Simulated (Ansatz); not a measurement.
The decay constant κ of evanescent states in the gap governs leakage through a thin film.

Given:

```xyz
8
Lattice="3.8089 0.0000 0.0000 -1.9045 3.2986 0.0000 0.0000 0.0000 12.4526" Properties=species:S:1:pos:R:3 pbc="T T T"
Zn     1.9045     1.0996     9.3386
Zn     0.0000     2.1991     3.1123
Zn     0.0000     0.0000     6.2263
Zn     0.0000     0.0000     0.0000
S      1.9045     1.0996    11.6772
S      0.0000     2.1991     5.4509
S      0.0000     0.0000     8.5592
S      0.0000     0.0000     2.3329
```

The cell is taken as given.

Transport runs along the normal of the first two printed cell vectors, the (001) plane of the conventional cell.

The gap is the functional's own. No spin-orbit coupling. Mid-gap values are those at the computed energy nearest the middle.

Task: Give the band gap and the smallest decay constant κ at mid-gap that r2SCAN (Ansatz, a program for electronic structure) yields.

Result: Gap 2.75 eV on a 12×12×4 mesh; κ = 0.175 1/Å, at the zone centre.
